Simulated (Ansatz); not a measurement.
The cell is built on a prototype and need not be the phase stable at ambient conditions.

By PBEsol, the system below comes out a metal.

Without scattering a metal conducts by its projected Fermi surface.

Consider the following.

```
BP
1.0
    2.65346     0.00000     0.00000
    0.00000     5.11545     0.00000
    0.00000     2.55772     1.47670
B P
1 1
Direct
  0.00000   0.00000   0.00000
  0.50000   0.33333   0.00000
```

Space group of this cell: P-6m2. The cell was relaxed by PBE-D3(BJ); by PBEsol its mean pressure is 2.5 GPa.

The current flows along the normal of the first two printed cell vectors. No spin-orbit coupling; the value is a mean over 0.1 eV about the Fermi level.

Question: State the ballistic conductance per area according to PBEsol (Ansatz, a quantum-chemistry and plane-wave program).

Answer: 1.4 × 10¹⁵ S/m² for both spins.
